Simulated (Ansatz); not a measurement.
## CdSe: stress against strain

CdSe (wurtzite, P6_3mc, 28.132 Å³/atom and stress up to 0.01 GPa in the relaxed cell, c along z) under an equal strain ε in the (0001) plane with the normal axis free, as in a coherent film. PBEsol in Ansatz, a plane-wave DFT program (PAW, default set), 420 eV, 9×9×5 Γ-centred mesh, Fermi-Dirac smearing 0.05 eV; ions are relaxed, or left where forces stay under 0.02 eV/Å, within the symmetry of each cell. Stress is positive for a compressed cell.

Here s stands for strain and y for stress xx.

```csv
strain (%),stress xx (GPa)
-3.00,?
-1.20,1.01
-0.60,0.50
0.00,0.00
0.60,-0.50
1.20,-0.98
```

Fit y against s with a straight line, and predict the withheld value at s = -3.00.

Means: s 0, y 0.006. About the means, the sum of products is -2.9880 and the sum of squares of s is 3.6000; the slope is their ratio. Least squares gives y = 0.006 - 0.8300·s. Residuals (row less fit): 0.008, -0.004, -0.006, -0.008, 0.010; standard error 0.010 (degrees of freedom: 3). The slope gives the biaxial elastic modulus of this plane = 83.0 ± 0.5 GPa (± standard error of the fit, which holds the terms cut off). At the withheld row, y = 0.006 - 0.8300 × (-3.0) = 2.496 GPa. The calculation gives 2.59 GPa, 0.094 GPa above the prediction (2.6 % of the range of y in the table). The row lies outside the fitted rows, so this is an extrapolation. From the scatter of the fitted rows alone, a prediction at this place has a standard error of 0.019 GPa, so the miss is 4.9 times that.

A polynomial of degree 2 through the 10 other runs of the series gives 2.60 there, so most of the miss is curvature that the fit leaves out. Rows are the converged runs of the series near zero and its far end; series whose fitted rows scatter by over a few per cent of the range, as at a crossing or softening among them, aren't shown in this form, nor equations of state whose B0' disagrees with the runs' pressures. Most that stay on the fit to the last digits aren't either.
